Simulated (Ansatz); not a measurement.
Start from PbO (space group P4/nmm, No. 129; a = 3.970 Å, c = 4.705 Å). Axes: x, y, z lie along a, b, c of the conventional cell.

The values are results of PBEsol-D3(BJ)/PAW in Ansatz (a program for electronic structure), no spin-orbit coupling, not measurements.

Strains are applied to the cell and any free atomic positions relax; under biaxial strain the out-of-plane vector relaxes too.

One change was made to it. Results:

```csv
quantity,base,after
volume per atom,18.54 Å³,18.63 Å³
width of the top valence band,1.70 eV,1.42 eV
"pressure (mean of the normal stresses, compression positive)",0.00 GPa,-1.30 GPa
```

Name the change that was made.
A. biaxial strain +2.40 %, plane normal [001], relaxed out of plane
B. biaxial strain +3.00 %, plane normal [001], relaxed out of plane
C. biaxial strain +0.60 %, plane normal [001], relaxed out of plane
D. biaxial strain +1.80 %, plane normal [001], relaxed out of plane

D, biaxial strain +1.80 %, plane normal [001], relaxed out of plane. For comparison, the pressure in the other runs: biaxial strain +3.00 %, plane normal [001], relaxed out of plane gives -2.03 GPa; biaxial strain +0.60 %, plane normal [001], relaxed out of plane gives -0.46 GPa; biaxial strain +2.40 %, plane normal [001], relaxed out of plane gives -1.68 GPa.

With Pb present, leaving out spin-orbit coupling can change the band edges. The levels and masses belong to the bands next to the band gap. No phonon test of stability was made.
